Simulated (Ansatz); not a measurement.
Rutile MgH₂, treated with BLYP (PAW; Ansatz, a quantum-chemistry and plane-wave program).

Numerical settings: plane-wave cutoff 520 eV, 8×8×12 k mesh (along the axes of the cell as run), Fermi–Dirac smearing 0.01 eV, scalar-relativistic PAW data made under PBE.

Cell (measured lattice):

```
MgH2
1.0
    4.50100     0.00000     0.00000
    0.00000     4.50100     0.00000
    0.00000     0.00000     3.01000
Mg H
2 4
Cartesian
  0.00000   0.00000   0.00000
  2.25050   2.25050   1.50500
  1.37731   1.37731   0.00000
  3.62781   0.87319   1.50500
  0.87319   3.62781   1.50500
  3.12369   3.12369   0.00000
```

Task: Estimate the band gap, smallest direct gap on the k points sampled and direct gap at Γ that the calculation returns.

Result: 
- band gap: 4.07 eV (indirect)
- smallest direct gap on the k points sampled: 4.85 eV
- direct gap at Γ: 5.70 eV

Note: cell and atoms aren't relaxed at this level (largest force component 0.04 eV/Å, pressure 0.9 GPa).

Static lattice: no zero-point or thermal effects.
